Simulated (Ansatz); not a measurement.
# Effect of pressure −1 GPa on AlRu

Take AlRu in the CsCl type structure (space group Pm-3m, No. 221; a = 3.004 Å) as the base.

One thing is altered: hydrostatic tension (pressure −1 GPa).

Computed with DFT with PBE, PAW potentials and a 420 eV plane-wave cutoff in Ansatz (a quantum-chemistry and plane-wave program), no spin-orbit coupling. Settings: 15×15×15 k-points, 0.05 eV Fermi–Dirac smearing.

The volume per atom goes up by 0.07 Å³ to 13.62 Å³ and the shortest interatomic distance rises by 0.008 bohr (4.916 bohr → 4.924 bohr). The enthalpy H = E + PV relative to the base's energy comes out as -0.08 eV/atom and the band gap is still zero.

Load acts through the strain it causes; cell and atoms are relaxed under it. Stability against distortions was not tested. The final runs are not spin-polarised.
